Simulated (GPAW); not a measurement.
# Equation of state of bcc Nb (space group 229): energy against volume (GPAW, LDA)

```xyz
1
Lattice="-1.5858 1.5858 1.5858 1.5858 -1.5858 1.5858 1.5858 1.5858 -1.5858" Properties=species:S:1:pos:R:3 pbc="T T T"
Nb     0.0000     0.0000     0.0000
```

Method of the run: LDA (Perdew-Wang 92), GPAW PAW datasets LDA (gpaw-data 1.0.1) (plane waves; GPAW). Settings: mode = pw; ecut = 585 eV; xc = LDA; kpts = 25 25 25; mesh shift (steps) = 0 0 0; occupations.name = fermi-dirac; occupations.width = 0.05 eV; nbands = -9; convergence.density = 1e-05 e/electron; symmetry.symmorphic = false; symmetry.tolerance = 0.0005; maxiter = 100. The cell above is the first row's. The rows scale it uniformly. In all rows the k mesh is held. E is the free energy at the stated smearing, counted from the lowest row.

```
V (Å^3/atom)  E (meV/atom)
------------  ------------
15.952               44.18
16.299               19.66
16.646                5.23
16.993                0.00
17.340                3.14
17.686               13.93
18.033               31.70
18.380               55.85
18.727                   ?
```

The 8 complete rows are fitted with the third-order Birch-Murnaghan form, a cubic in V^(-2/3), E against V. With u = V^(-2/3) - 0.150, the rows have u = 0.007806, 0.005558, 0.003389, 0.001293, -0.000732, -0.002685, -0.004581, -0.006417. Least squares gives E = 1.075 - 2112.94·u + 990659·u² - 1607807·u³. Residuals (row less fit): -0.001, 0.002, 0.000, 0.004, -0.013, 0.009, 0.002, -0.002; standard error 0.008 (degrees of freedom: 4). Its minimum lies at u = 0.001069, so V0 = (0.151069)^(-3/2) = 17.03. There d²E/du² = 1971000 and d³E/du³ = -9647000, so B0 = (4/9) × 17.03^(-7/3) × 1971000 × 0.160218 = 188 GPa (the last factor turns the table's units into GPa), and B0' = 4 + (2/3) × 0.151069 × (-9647000)/1971000 = 3.5. The program's pressures in the fitted runs (not shown) pass through zero at V = 17.02, 0.05 % from this V0.

Question: Predict the withheld E at V = 18.727 from the fit, and compare with the calculation.

Answer: u = -0.008196, so E = 1.075 - 2112.94 × (-0.008196) + 990659 × (-0.008196)² - 1607807 × (-0.008196)³ = 85.825 meV/atom. The calculation gives 85.83 meV/atom, 0.005 meV/atom above the prediction (under 0.05 % of the range of E in the table). The row lies outside the fitted rows, so this is an extrapolation. From the scatter of the fitted rows alone, a prediction at this place has a standard error of 0.020 meV/atom, so the miss is 0.2 times that.

Carrying the step between the two nearest rows on in a straight line would have given 80.00, off by 5.83; series whose last step already gives the withheld value aren't shown. The scan was laid around a cell of about the measured size, scaled by a guess for this functional. Spin polarisation is off. Cutoffs and mesh are single choices, not tested for convergence of this quantity. Series with a scatter that would blur these digits, or in which a gap closes, are not shown. Nor are scans whose minimum lies at an end fitted in this form.
